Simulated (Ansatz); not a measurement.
A zone-centre phonon calculation of PNO (I2_12_12_1, 6 atoms in the cell) with Ansatz (a program for electronic structure).

Method: LDA (PW92), default PAW files made with PBE (plane waves; Ansatz).

```
PNO
1.0
   -2.22378     2.38856     3.50218
    2.22378    -2.38856     3.50218
    2.22378     2.38856    -3.50218
P N O
2 2 2
Direct
  0.61083   0.86083   0.75000
  0.88917   0.63917   0.25000
  0.75000   0.89204   0.14204
  0.25000   0.60796   0.35796
  0.87288   0.75000   0.62288
  0.62712   0.25000   0.87712
```

Reference input (self-consistent single point, DFT, LDA (PW92), plane waves, default PAW files made with PBE): kpoints.mp_grid.grid = 5 5 5; hamiltonian.xc = lda; hamiltonian.pseudopotentials = {kind: paw} (the program's default PAW files); scf.occupations.method = fixed. This run's input differs from it in these lines:

```diff
@@ -19,6 +19,6 @@
   occupations: { method: fixed }
-output:
-  forces: true
-  eigenvalues: true
-  stress: true
+phonons:
+  method: dfpt
+  dielectric: true
+  rigid_motions: translations
```

The program printed (abridged):

```
SCF iter   1: F=—  HF=-3312.577911 eV  |F-HF|=—  |Δ(HF+E_count)|=         —  Δρ=1.15e-2  dr2=8.70e-2  ethr=1.77e-3  ⟨swp⟩=6.0  Hψ=7386  notcnv=0  defer=243
all-band conjugate gradients solve this SCF's bands
preconditioner: auto → none
SCF iter   2: F=—  HF=-3312.555117 eV  |F-HF|=—  |Δ(HF+E_count)|=   2.28e-2  Δρ=5.04e-3  dr2=9.34e-3  ethr=2.72e-4  ⟨swp⟩=3.5  Hψ=3359  notcnv=0  defer=252
SCF iter   3: F=—  HF=-3312.552035 eV  |F-HF|=—  |Δ(HF+E_count)|=   3.08e-3  Δρ=1.74e-3  dr2=9.40e-4  ethr=2.92e-5  ⟨swp⟩=2.7  Hψ=2396  notcnv=0  defer=252
   [... lines left out ...]
SCF iter   6: F=—  HF=-3312.551747 eV  |F-HF|=—  |Δ(HF+E_count)|=   4.86e-7  Δρ=3.43e-5  dr2=2.45e-7  ethr=4.13e-9  ⟨swp⟩=3.0  Hψ=2477  notcnv=0  defer=242
SCF iter   7: F=—  HF=-3312.551747 eV  |F-HF|=—  |Δ(HF+E_count)|=   6.89e-9  Δρ=4.51e-6  dr2=8.15e-9  ethr=7.67e-10  ⟨swp⟩=3.0  Hψ=2448  notcnv=0  defer=242
SCF iter   8: F=—  HF=-3312.551747 eV  |F-HF|=—  |Δ(HF+E_count)|=   1.04e-9  Δρ=1.09e-6  dr2=3.59e-10  ethr=2.55e-11  ⟨swp⟩=2.8  Hψ=2374  notcnv=0  defer=239
SCF iter   9: F=-3312.551747 eV  HF=-3312.551747 eV  |F-HF|=6.37e-12  |Δ(HF+E_count)|=  7.37e-11  Δρ=1.23e-7  dr2=9.12e-12  ethr=1.00e-12  ⟨swp⟩=19.0  Hψ=11556  notcnv=0
SCF 1 converged in 9 iterations: F = -3312.551747 eV  dr2 = 9.12e-12
DFPT response loops at Γ: preconditioner auto → none (the input reference at scf.mixing.eps_inf says where Resta's filter doesn't serve); β = 0.50 …
phonon interpolation: 8 periodic images of 8 blocks of the force constants (a block to an ordered pair of atoms and a translation) lie up to 1.07e-3 Å farther …
Free energy (F): -3312.551747 eV
Internal energy: -3312.551747 eV  (E = F + TS)
E sigma→0 (E₀):  -3312.551747 eV
Fermi energy:    4.198711 eV
--- Phonons (Γ-DFPT): 9 representative perturbations + reference, on 63 of 125 k-points (Σ response iterations 30) ---
   [... lines left out ...]
  k-mesh period / interband length: 23.9 Å / 1.13 Å = 21.11 at k = (0.0000, 0.0000, 0.0000), direct gap 5.532 eV — 14 or more, which is no proof of convergence
   [... lines left out ...]
        214.85      1             0.2259
        217.80      1             0.1252
        423.98      1             0.0034
   [... 12 lines left out ...]
  optical modes at Γ + LO–TO along q̂ = [0.0000, 0.0000, 1.0000]:
      ω (cm⁻¹)  modes    IR ((D/Å)²/amu)
        213.37      1             0.4305
        214.85      1             0.2259
        423.99      1             0.0001
   [... 12 lines left out ...]
```

The run converged in 9 iterations. 

Summary of the result:
```
Property                                                                                                                                                                 Value
----------------------------------------------------------------------------------------  ------------------------------------------------------------------------------------
Free energy E − TS (on the zero of these files)                                                                                                                  -3312.5517 eV
Top of the valence band (on the code's own zero)                                                                                                                       4.20 eV
Gap on the k-point mesh                                                                                                                                                5.14 eV
Zone-centre frequencies (cm⁻¹; negative means imaginary)                                  0, 0, 0, 213, 215, 424, 452, 471, 495, 514, 530, 748, 812, 922, 935, 976, 1267, 1286
ε∞ at this k-point mesh, which may be far from converged in small-gap cells (xx, yy, zz)                                                                      2.94, 3.48, 3.15
Born charges at this mesh (mean of the diagonal, e)                                                                         P 4.17, P 4.17, N -2.20, N -2.20, O -1.97, O -1.97
```

The starting cell comes from a database of computed structures (which also holds hypothetical and non-ambient phases and stackings), without a prior relaxation at this level. The frequencies listed for the zone centre hold no LO-TO term.

Cost on one core of a shared machine: roughly 2 min.

Keys are those of Ansatz 0.2.
